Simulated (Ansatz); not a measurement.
Double-hcp La, treated with r²SCAN+rVV10 (plane waves, PAW; Ansatz, a first-principles code).

Numerical settings: plane-wave cutoff 560 eV, 18×18×6 k mesh (along the axes of the cell as run), Fermi–Dirac smearing 0.05 eV, scalar-relativistic PAW data made under PBE.

Shape and atoms are relaxed at each volume.

Pressure at four volumes; x = ln(V/36.005 Å³). One pressure is withheld.

```csv
V (Å³/atom),x,P (GPa)
34.565,-0.0408,1.011
36.005,0.0000,0.013
36.725,0.0198,-0.438
37.445,0.0392,?
```

**Question.** Pass a parabola P(x) through the three rows shown, estimate the bulk modulus and its pressure derivative near zero pressure, and predict the withheld pressure.

**Answer.** Slopes between the rows: (0.013 − (1.011))/(0.0000 − (-0.0408)) = -24.46 and (-0.438 − (0.013))/(0.0198 − (0.0000)) = -22.78 GPa. Their difference over the span 0.0606 is c = 1.68/0.0606 = 27.7 GPa, so P(x) = 1.011 + (-24.46)(x − (-0.0408)) + 27.7 (x − (-0.0408))(x − (0.0000)). At the middle row B = −dP/dx = −[-24.46 + 27.7 × 0.0408] = 23.3 GPa, and B′ = dB/dP = 2c/B = 2.4. At x = 0.0392 the parabola gives -0.859 GPa; the run gives -0.863 GPa. The Birch–Murnaghan fit to the energies at all volumes has B0 = 23.3 GPa and B′ = 2.3.

Measured, for comparison: bulk modulus 27.9 GPa (room temperature, not corrected to a static lattice; as tabulated in Wikipedia's data pages). Computed (rounded) less measured: bulk modulus -16 %.

Note: the bulk modulus comes from volumes at which shape and atoms were relaxed.

Spin–orbit coupling is not included.
